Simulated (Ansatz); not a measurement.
CdSe: pressure 2.1 GPa

Take CdSe in the wurtzite structure (space group P6_3mc, No. 186; a = 4.302 Å, c = 7.021 Å) as the base.

It is then changed as follows: cell and atoms relaxed at a pressure of 2.1 GPa.

Level of theory: Ansatz (a program for electronic structure) PBEsol, no spin-orbit coupling. k-mesh 9×9×5 (Γ-centred); smearing 0.05 eV (Fermi–Dirac).

The volume per atom drops by 1.025 Å³, from 28.13 Å³ to 27.11 Å³ and the density rises by 0.21 g/cm³ (5.65 g/cm³ → 5.86 g/cm³). The c/a ratio is nearly the same (1.632 against 1.634) and the shortest interatomic distance falls by 0.0321 Å to 2.600 Å. The enthalpy H = E + PV relative to the base's energy is +0.36 eV/atom and the band gap grows by 0.07 eV, from 0.54 eV to 0.61 eV. The gap character stays direct at Γ and the mean gap deformation potential ΔEg/Δln V comes out as -2.0 eV. The electron mass goes from 0.055 mₑ (at Γ) to 0.060 mₑ (at Γ) and the valence-band top at Γ (three highest levels, from the VBM) becomes 0.00, 0.00, -0.06 eV (base: 0.00, 0.00, -0.05 eV).

Final structure:

```yaml
crystal:
  lattice:
    - [4.24765, 0.00000, 0.00000]
    - [-2.12382, 3.67857, 0.00000]
    - [0.00000, 0.00000, 6.93919]
  atoms:
    - { symbol: Cd, position: [0.33333, 0.66667, 0.00031] }
    - { symbol: Cd, position: [0.66667, 0.33333, 0.50031] }
    - { symbol: Se, position: [0.33333, 0.66667, 0.37569] }
    - { symbol: Se, position: [0.66667, 0.33333, 0.87569] }
```

Cost of the whole job for the changed cell (relaxation, final SCF and bands): roughly 50 core-seconds.

Load acts through the strain it causes; cell and atoms are relaxed under it. Masses are band curvatures over ±0.01 Å⁻¹ around the edge. Stability against distortions was not tested. Tetrahedral semiconductors of this kind turn to denser phases somewhere between about 1 and 50 GPa; those were not computed, so compressed cells here can lie past the real transition.
